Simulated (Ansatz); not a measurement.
The parent structure is NbN in the rock salt structure (space group Fm-3m, No. 225; a = 4.4221 Å; relaxed with 0.1 eV smearing).

Structures relaxed with Ansatz (an electronic-structure program) PBE, scalar-relativistic without spin-orbit coupling.

Base:

Simulated powder pattern, Cu Kα1, λ = 1.54056 Å (kinematic, ideal powder, no thermal factors, no anomalous dispersion; the 14 strongest lines at most, above 2 %, up to 2θ = 90°):

| 2θ (°) | I/Imax (%) | hkl |
|---|---|---|
| 35.12 | 100 | (111) |
| 40.78 | 86 | (200) |
| 59.03 | 54 | (220) |
| 70.58 | 41 | (311) |
| 74.23 | 18 | (222) |
| 88.34 | 8.8 | (400) |

Perturbation: the cell is scaled by 1.0158 in all directions, atoms relaxed at fixed cell.

Task: Predict the new powder pattern.

Result: 
Simulated powder pattern, Cu Kα1, λ = 1.54056 Å (kinematic, ideal powder, no thermal factors, no anomalous dispersion; the 14 strongest lines at most, above 2 %, up to 2θ = 90°):

```
2θ (°)  I/Imax (%)    hkl
------  ----------  -----
34.56          100  (111)
40.11           86  (200)
58.03           55  (220)
69.32           41  (311)
72.89           18  (222)
86.62          8.7  (400)
```

The indices refer to the base's conventional cell; one index is shown for lines that coincide.

The cells carry an imposed strain or load. Stability against distortions was not tested. The final runs are not spin-polarised.
